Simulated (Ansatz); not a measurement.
We consider SnSiO₃ (model structure, started from the tetragonal perovskite type, P4mm, No. 99, 5 atoms in the cell), described by PBEsol (PAW; Ansatz, a quantum-chemistry and plane-wave program).

Settings: plane-wave cutoff 520 eV, 10×10×10 k mesh, Fermi–Dirac smearing 0.01 eV, scalar-relativistic PAW data made under PBE.

Cell (relaxed at this level):

```xyz
5
Lattice="3.4661 0.0000 0.0000 0.0000 3.4661 0.0000 0.0000 0.0000 4.6892" Properties=species:S:1:pos:R:3 pbc="T T T"
Si     1.7330     1.7330     2.2992
Sn     0.0000     0.0000     0.0701
O      1.7330     1.7330     3.9301
O      1.7330     0.0000     1.7880
O      0.0000     1.7330     1.7880
```

**Question.** What does this level give for the band gap, Γ–Γ gap and bulk modulus B0?

**Answer.** 
- band gap = 0.70 eV (on the SCF k mesh)
- Γ–Γ gap = 3.71 eV
- bulk modulus B0 = 94.1 GPa

Note: the bulk modulus is −V dP/dV from two relaxed cells at ±2 % in volume; the relaxation could raise the start's symmetry but not lower it, so the cell can be a saddle point.

Spin–orbit coupling is not included.

The computed numbers hold no vibrational or temperature effects.

A model structure was made by putting elements into a prototype or built by hand; it is no filed structure, need not be a known phase, and can be a saddle point held by its symmetry.
